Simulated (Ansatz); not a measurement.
The starting structures come from a database of crystals and need not be the phases stable at ambient conditions.

 Where the default PAW files enter, the runs use the earlier of Ansatz's two default sets.

```xyz
12
Lattice="5.9645 0.0000 0.0000 0.0000 6.5534 0.0000 2.9822 -3.2767 3.2767" Properties=species:S:1:pos:R:3 pbc="T T T"
Hf     0.0000     0.0000     0.0000
Hf     4.4734     3.2767     0.0000
Si     4.4734     0.0000     3.2767
Si     2.9822     0.0000     0.0000
O      7.0429     2.0636     3.2767
O      2.5695     3.2767     1.2131
O      7.0429    -2.0636     3.2767
O      5.5517     0.0000     2.0636
O      3.3950     1.2131     3.2767
O      1.9039     0.0000     1.2131
O      3.3950    -1.2131     3.2767
O      4.8861     3.2767     2.0636
```

Space group of this cell: I4_1/amd. The cell is taken as given; by r2SCAN its mean pressure is 2.1 GPa.

Calculation: r2SCAN (plane waves, PAW; Ansatz, a program for electronic structure).

The current runs along the normal of the first two printed vectors; no spin-orbit coupling. Scaled by the factor s: all lengths (ions clamped). Meshes 10×10×10 and 6×6 across the current in all rows.

```json
[
 {"s": "0.98", "mean pressure (GPa)": "20.4", "band gap (eV)": "6.40"},
 {"s": "1.00", "mean pressure (GPa)": "2.1", "band gap (eV)": "6.08"},
 {"s": "1.02", "mean pressure (GPa)": "-11.8", "band gap (eV)": "?"}
]
```

Question: Take the slope of the band gap against ln s from the two given rows, extrapolate to s = 1.02, and say what the run there gives.

Answer: Slope = (6.40 − 6.08) / ln 0.98 = -15.8 eV. The line gives 6.08 + (-15.8) × ln 1.02 = 5.77 eV. The run gives 5.77 eV, as the line does.
